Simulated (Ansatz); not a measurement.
The reference is Sn in the diamond structure (space group Fd-3m, No. 227; a = 6.5688 Å). Axes: x, y, z lie along the cube axes.

Calculations: Kohn–Sham DFT with the r2SCAN functional, run in Ansatz (a first-principles code) with PAW and 500 eV plane waves, no SOC, earlier PAW set.

Strains are applied to the cell and any free atomic positions relax; under biaxial strain the out-of-plane vector relaxes too.

One change was made to it. Results:

| quantity | base | after |
|---|---|---|
| energy relative to the base (free energy F) | 0 meV/atom | +1.9 meV/atom |
| pressure (mean of the normal stresses, compression positive) | 0.0 GPa | -0.6 GPa |
| volume per atom | 35.43 Å³ | 35.93 Å³ |

Problem. What was done to the base?
A) biaxial strain +0.98 %, plane normal [111], relaxed out of plane
B) biaxial strain +1.39 %, plane normal [111], relaxed out of plane
C) strain tensor (xx, yy, zz, yz, xz, xy) = (+2.13, −0.65, −0.96, +1.63, −0.05, +0.73) %
D) isotropic strain +1.72 %

Solution. A, biaxial strain +0.98 %, plane normal [111], relaxed out of plane. For comparison, the energy relative to the base in the other runs: isotropic strain +1.72 % gives +12 meV/atom; strain tensor (xx, yy, zz, yz, xz, xy) = (+2.13, −0.65, −0.96, +1.63, −0.05, +0.73) % gives +6.7 meV/atom; biaxial strain +1.39 %, plane normal [111], relaxed out of plane gives +3.9 meV/atom.

Whether these cells are dynamically stable was not tested.
